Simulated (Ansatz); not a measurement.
Consider HfSiO₄ (space group I4_1/amd, No. 141; a = 6.582 Å, c = 5.971 Å).

All numbers come from r2SCAN, PAW, 500 eV (Ansatz, a quantum-chemistry and plane-wave program; no spin-orbit coupling).

Base values:

| Property | Value |
|---|---|
| Magnetic state | not spin-polarised |
| Volume per atom | 10.78 Å³ |

One thing is altered: Li takes the place of Hf on all its sites, then cell and atoms are relaxed.

Question: Predict the new magnetic state and volume per atom.

Answer: The magnetic state becomes ferromagnetic (base: not spin-polarised); the volume per atom rises by 0.56 Å³, from 10.78 Å³ to 11.34 Å³.

The magnetic state is the one reached from the starting moments; the real material's order can differ, and small cells can't hold many antiferromagnetic ones. Stability against distortions was not tested. As relaxed here, LiSiO4 is a hypothetical phase, not in the database extracts checked.
